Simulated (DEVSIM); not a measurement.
Structure: Mo/SiO2/p-Ge capacitor, at 400 K.

```csv
layer (left to right),material,thickness (nm),Na (cm⁻³)
1,SiO2,6.20,-
2,Ge,11000,2.7e15
```

Metal gate on the left, work function 4.6 eV. Fixed charge at the semiconductor interface 3.1e10 cm⁻² (in units of +e); no interface traps.

Constants are typed, rounded textbook-type inputs, not results; the design itself was drawn at random and stands for no fabricated device. Values at 300 K; Nc and Nv go as T^1.5, mobilities as T to minus their exponent, the gap by Varshni's rule with the affinity fixed.

```
parameter         SiO2        Ge
----------------  ----  --------
gap (eV)             9     0.664
affinity (eV)      0.9         4
permittivity       3.9        16
Nc (cm⁻³)            -   1.04e19
Nv (cm⁻³)            -      6e18
Varshni α (eV/K)     -  0.000477
Varshni β (K)        -       235
```

Model (solved in DEVSIM): 1D Poisson equation in equilibrium, Boltzmann statistics, complete ionisation; no quantum confinement or tunnelling. Metal contacts follow the ideal Schottky-Mott rule: no Fermi-level pinning, no interface dipoles.

The substrate doping was swept, all else fixed.

```csv
substrate doping (cm^-3),flat-band voltage (V),minimum of the low-frequency capacitance (μF/cm²),threshold voltage (band bending 2φF) (V)
1.4e14,0.27,0.112,0.27
2.7e14,0.27,0.113,0.27
5.4e14,0.26,0.113,0.28
1.4e15,0.25,0.113,0.29
2.7e15,0.24,0.113,0.31
5.4e15,0.22,0.116,0.35
```

From the first row to the last the flat-band voltage goes from 0.27 to 0.22. From the first row to the last the minimum of the low-frequency capacitance goes from 0.112 to 0.116.
